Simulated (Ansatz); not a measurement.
System: Pt-vacancy pair (Pt on one host Cu site, one Cu site vacant) in fcc Cu (neutral cell). The step: direct exchange of Pt with the vacancy (Pt-vacancy distance between ideal sites 2.57 Å throughout); the atom moves 2.43 Å along (0.00, 0.47, 0.47) of the unit cell; the moving atom starts with neighbours 4 Cu at 2.58, 2 Cu at 2.60, 4 Cu at 2.63, Cu at 2.64 Å and ends with 4 Cu at 2.58, 2 Cu at 2.60, 4 Cu at 2.63, Cu at 2.64 Å. A PBE band in Ansatz (plane-wave PAW, a 2×2×2 k-point mesh shifted by half a step, 32 host sites, 22 SCF runs with any check of the saddle's order, static, no finite-size correction) gives a forward barrier of 0.86 eV. The saddle point's order was not checked, and it lies on a symmetry element of the cell, where a band can be held. Forms of the defect that were not tried may lie lower.

Single points at the band's start and saddle point can refine it. Rough cost of one point, in units of the band's mean SCF on the same machine:

| Level | Cost of one point |
|---|---|
| PBE, a 4×4×4 k-point mesh shifted by half a step | about 7 |
| r2SCAN at 500 eV, a 2×2×2 k-point mesh shifted by half a step | about 3 |

Q: Which of these move the barrier by more than 0.1 eV, and how far does each move it?

A: PBE, a 4×4×4 k-point mesh shifted by half a step: +0.21 eV; r2SCAN at 500 eV, a 2×2×2 k-point mesh shifted by half a step: +0.03 eV. Each functional is compared with PBE at the same k-points.

Ansatz is a quantum-chemistry and plane-wave program.
